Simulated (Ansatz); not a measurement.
Given:

```yaml
crystal:
  lattice:
    - [3.68287, 0.00000, 0.00000]
    - [1.84143, 3.18946, 0.00000]
    - [1.84143, -1.06315, 3.09275]
  atoms:
    - { symbol: Zn, position: [0.00366, 0.99817, 0.99451] }
    - { symbol: S, position: [0.49634, 0.75183, 0.25549] }
```

No spin polarisation.

Calculations: LDA in Ansatz (plane waves to 420 eV, PAW, scalar-relativistic without spin-orbit coupling). k-mesh 11×11×11 (Γ-centred); smearing 0.05 eV (Fermi–Dirac).

Problem. Predict the valence-band top at Γ and in-plane stress.

Solution. The valence-band top at Γ (three highest levels, from the VBM) comes out as 0.00, 0.00, -0.18 eV and the mean in-plane stress (compression positive) comes out as +3.0 GPa.

The levels and masses belong to the bands next to the band gap. The cells carry an imposed strain or load. Whether these cells are dynamically stable was not tested. The cell was made from ZnS in the zinc blende structure (space group F-43m, No. 216) by this change: biaxial strain −1.67 %, plane normal [111], relaxed out of plane.

Ansatz is a program for electronic structure.
